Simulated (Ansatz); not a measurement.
## Worked example: self-consistent single point of the (100) slab of LaCu2 (cut from a parent of space group no. 191; 6 atoms in the cell) in Ansatz

Method of the run: PBEsol, default PAW files made with PBE (plane waves; Ansatz, an electronic-structure program).

The input file:

Ansatz 0.2 input:
```yaml
# Cu2La
crystal:
  lattice:
    - [4.313190, 0.000000, 0.000000]
    - [0.000000, 3.862513, 0.000000]
    - [0.000000, 0.000000, 20.225497]
  atoms:
    - { symbol: La, position: [0.500000, 0.000000, 0.407659] }
    - { symbol: Cu, position: [0.000000, 0.500000, 0.469219] }
    - { symbol: Cu, position: [0.000000, 0.500000, 0.346098] }
    - { symbol: La, position: [0.000000, 0.000000, 0.592341] }
    - { symbol: Cu, position: [0.500000, 0.500000, 0.653902] }
    - { symbol: Cu, position: [0.500000, 0.500000, 0.530781] }
basis:
  ecutwfc: 420.0
kpoints:
  mp_grid:
    grid: [6, 7, 1]
hamiltonian:
  xc: pbesol
  pseudopotentials:
    kind: paw
scf:
  occupations:
    method: fermi_dirac
    width: 0.1
output:
  forces: true
  eigenvalues: true
  stress: true
```

Log, with long lists cut:

```
WARN ansatz: RAYON_NUM_THREADS=1 ignored (pool sized by the plan → 1); use --threads N
Pseudopotentials: kind: paw
Pseudopotential: La, paw, valence charge 11
Pseudopotential: Cu, paw, valence charge 19
Crystal: 6 atoms, lattice volume = 336.952 Å³
Basis set: ecut = 420 eV, 6629 PW (Γ), exchange–correlation on 60×54×288 points (8 copies of the dense FFT grid, shifted against one another)
Bands: 59, of which v1, the nominal top of the filled ones, is band 49 counted from 1 (48 counted from 0)
Symmetry: 8 space group operations
Space group: Pmma (ITA 51), of the structure as read, at distance tolerance 7.0e-5 Å
k-points: 16 of 42
PAW frozen core: La, regenerated for the run's functional, and the local potential with it
PAW frozen core: Cu, regenerated for the run's functional, and the local potential with it
Initial density: superposition of atomic densities (neutral atoms: chi_scale 0, normalization atom), corrected by the library's trained network
Initial wavefunctions: pseudopotential atomic-orbital guess
Eigensolver: davidson
Functional: x = pbesol(κ = 0.804, μ = 0.12345679012345678), c = pbesol(β = 0.046)
SCF iter   1: F=—  HF=-38675.759144 eV  |F-HF|=—  |Δ(HF+E_count)|=         —  Δρ=8.92e-3  dr2=2.42e-1  ethr=1.77e-3  ⟨swp⟩=8.6  Hψ=3989  notcnv=0
all-band conjugate gradients solve this SCF's bands
preconditioner: auto → LDOS
SCF iter   2: F=—  HF=-38675.943496 eV  |F-HF|=—  |Δ(HF+E_count)|=   1.84e-1  Δρ=2.23e-2  dr2=1.02e0  ethr=2.47e-4  ⟨swp⟩=2.5  Hψ=2043  notcnv=0  recentre
SCF iter   3: F=—  HF=-38675.739182 eV  |F-HF|=—  |Δ(HF+E_count)|=   2.04e-1  Δρ=3.30e-3  dr2=2.74e-2  ethr=2.47e-4  ⟨swp⟩=2.4  Hψ=1868  notcnv=0
SCF iter   4: F=—  HF=-38675.735651 eV  |F-HF|=—  |Δ(HF+E_count)|=   3.53e-3  Δρ=1.02e-3  dr2=2.47e-3  ethr=2.79e-5  ⟨swp⟩=2.0  Hψ=1332  notcnv=0
SCF iter   5: F=—  HF=-38675.735638 eV  |F-HF|=—  |Δ(HF+E_count)|=   1.36e-5  Δρ=6.06e-4  dr2=8.64e-4  ethr=2.52e-6  ⟨swp⟩=2.0  Hψ=1347  notcnv=0
SCF iter   6: F=—  HF=-38675.735622 eV  |F-HF|=—  |Δ(HF+E_count)|=   1.54e-5  Δρ=1.26e-4  dr2=7.33e-5  ethr=8.82e-7  ⟨swp⟩=2.0  Hψ=1307  notcnv=0
SCF iter   7: F=—  HF=-38675.735557 eV  |F-HF|=—  |Δ(HF+E_count)|=   6.56e-5  Δρ=1.04e-4  dr2=2.49e-5  ethr=7.48e-8  ⟨swp⟩=2.1  Hψ=1474  notcnv=0
SCF iter   8: F=—  HF=-38675.735555 eV  |F-HF|=—  |Δ(HF+E_count)|=   1.11e-6  Δρ=2.03e-5  dr2=1.78e-6  ethr=2.54e-8  ⟨swp⟩=2.0  Hψ=1332  notcnv=0
SCF iter   9: F=—  HF=-38675.735556 eV  |F-HF|=—  |Δ(HF+E_count)|=   1.11e-7  Δρ=5.74e-6  dr2=1.70e-7  ethr=1.82e-9  ⟨swp⟩=2.2  Hψ=1440  notcnv=0
SCF iter  10: F=-38675.735556 eV  HF=-38675.735556 eV  |F-HF|=9.23e-9  |Δ(HF+E_count)|=   7.25e-8  Δρ=1.28e-6  dr2=1.37e-8  ethr=1.02e-10  ⟨swp⟩=9.5  Hψ=4356  notcnv=0
SCF 1 converged in 10 iterations: F = -38675.735556 eV  dr2 = 1.37e-8
SCF converged after 10 iterations
Free energy (F): -38675.735556 eV
Harris-Foulkes:  -38675.735556 eV  (|F-HF|=9.23e-9)
Internal energy: -38675.574784 eV  (E = F + TS)
E sigma→0 (E₀):  -38675.655170 eV
Entropy (-TS):   -0.160772 eV (-26.795 meV/atom)
Fermi energy:    2.260833 eV
--- Per-component energies (eV) ---
  E_band       = -2818.319698
  E_kinetic    = 1580.178796
  E_local      = -91131.329680  (includes V_loc(G=0)·N_el)
  E_nonlocal   = 1764.232913
  E_hartree    = 43826.043424
  E_xc         = -624.342551
  E_vxc        = -744.652764  (∫ρ·V_xc dr)
  E_paw        = -17168.549635  (= ΣΔE_a)
  E_vpaw       = -1938.874346  (= ΣTr[D̂ρ^β])
  E_aug_tail   = 0.001033  (compensation charges beyond the density's cutoff)
  E_ewald      = 23077.027088
  E_core_change = 1.163828  (= ΣΔE_core)
  E_smearing   = -0.160772  (= −TS)
  E_closure    = -0.000000  (closes the sum)
  Σ components = -38675.735556   (vs F -38675.735556, Δ=0.00e0)
--- Forces (eV/Å), atoms counted from 1 ---
  atom   1  La     0.00000000     0.00000000     0.24082168
  atom   2  Cu     0.00000000     0.00000000    -0.02150903
  atom   3  Cu     0.00000000     0.00000000     0.48092527
  atom   4  La     0.00000000     0.00000000    -0.24082168
  atom   5  Cu     0.00000000     0.00000000    -0.48092527
  atom   6  Cu     0.00000000     0.00000000     0.02150903
  max |Σ_I F_I| component: 2.08e-17 eV/Å
--- Stress (GPa, compression-positive) ---
       -2.309750       0.000000       0.000000
        0.000000      -1.739662       0.000000
        0.000000       0.000000      -1.838350
  P = ⅓ Tr σ = -1.9626 GPa (-19.626 kbar)
  The stress holds the Pulay correction. Without it, at fixed plane waves, as pw.x and ABINIT print it: P = -1.9748 GPa
--- Band table (eV; the first three rows and the last of 16) ---
  k-point 0: bands = ["-110.1911", "-110.1845", "-109.8094", "-109.8094", "-67.7368", "-67.7118", "-67.7076", "-67.7009", "-67.6979", "-67.6817", "-67.3908", "-67.3908", "-67.3534", "-67.3534", "-67.2951", "-67.2951", "-30.6973", "-30.6844", [...]
  k-point 1: bands = ["-110.1911", "-110.1845", "-109.8094", "-109.8094", "-67.7368", "-67.7118", "-67.7077", "-67.7009", "-67.6979", "-67.6817", "-67.3908", "-67.3908", "-67.3534", "-67.3534", "-67.2951", "-67.2951", "-30.6881", "-30.6755", [...]
  k-point 2: bands = ["-110.1911", "-110.1845", "-109.8094", "-109.8094", "-67.7368", "-67.7118", "-67.7077", "-67.7010", "-67.6979", "-67.6817", "-67.3908", "-67.3908", "-67.3535", "-67.3535", "-67.2951", "-67.2951", "-30.6674", "-30.6554", [...]
  k-point 15: bands = ["-110.1878", "-110.1878", "-109.8094", "-109.8094", "-67.7251", "-67.7251", "-67.7044", "-67.7044", "-67.6891", "-67.6891", "-67.3909", "-67.3909", "-67.3535", "-67.3535", "-67.2951", "-67.2951", "-30.6332", "-30.6332", [...]
```

The run converged in 10 iterations.

The starting cell comes from a database of computed structures (which also holds hypothetical and non-ambient phases and stackings), without a prior relaxation at this level. The slab is cut from that crystal, and its faces are unrelaxed. Its lattice was rescaled by up to half a per cent. Spin polarisation is off.
